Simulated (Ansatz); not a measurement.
Formation energy of the bound charge states of H interstitial started at a bond centre in 4H silicon carbide (start: bond centre of Si(k) and C(h), 1.89 Å; 96-site cell, 2×2×2 shifted sampling) against the Fermi level, C-rich (Δμ(H) = -0.32 eV, bounded by CH4 molecule; only phases computed here count, gases as isolated molecules at 0 K). All values below come from PBE, PAW (plane waves to 420 eV; Ansatz, an electronic-structure program).

Set-up: 96-site cell; 2×2×2 shifted k-points; host gap 2.23 eV; charged states image-corrected; energies good to tenths of an eV; flagged in the runs: a host whose relaxation on this sampling wasn't shown to rest.

```
E_F − E_VBM (eV)  q = +1  q = 0  q = −1
----------------  ------  -----  ------
0.00                1.43   3.12    3.88
0.28                1.71   3.12    3.60
0.56                1.98   3.12    3.32
0.83                2.26   3.12    3.04
1.11                2.54   3.12    2.76
1.39                2.82   3.12    2.49
1.67                3.10   3.12    2.21
1.95                3.38   3.12    1.93
2.23                3.65   3.12    1.65
```

Crossings of the lowest lines: (+1/−1) at 1.22 eV.
